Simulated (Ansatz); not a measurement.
Li on the 1x1 (111) surface of fcc Pt, one in a 1x1 cell, energies for each (6.8 Å²). Energies are against an atom of bcc Li, without zero-point or thermal terms; each row is named by its start.

These are PBE (plane waves to 420 eV, PAW; Ansatz, a program for electronic structure) values and carry that method's errors.

Slab: 5 atoms, 6.9 Å thick at the start under the adsorbate (thin: gaps and levels are the slab's own); k 12x12x1, smearing 0.1 eV, dipole-corrected; 2 atoms held, the rest relaxed; each run with such symmetry as its start has; no spin, no spin-orbit, no U, no dispersion correction.

A negative adsorption energy means that the adsorbate is more stable on the surface than in its reference. Starts that drift may end in the same place. Heights count from the host atoms within 0.3 Å of the top one.

| starting site | E_ads (eV) | height (Å) | nearest host atom (Å) | bonded to | Δ work function (eV) | lateral drift (Å) |
|---|---|---|---|---|---|---|
| top Pt | -0.40 | 2.39 | Pt 2.39 | Pt | -1.66 | 0.0 |
| hollow Pt-Pt-Pt over Pt at depth 2.3 Å | -0.98 | 1.95 | Pt 2.53 | 3 Pt | -2.28 | 0.0 |
| hollow Pt-Pt-Pt over Pt at depth 4.6 Å | -0.97 | 1.96 | Pt 2.54 | 3 Pt | -2.26 | 0.0 |
| bridge Pt-Pt (span 2.8 Å) | -0.98 | 1.95 | Pt 2.53 | 3 Pt | -2.29 | 0.8 |
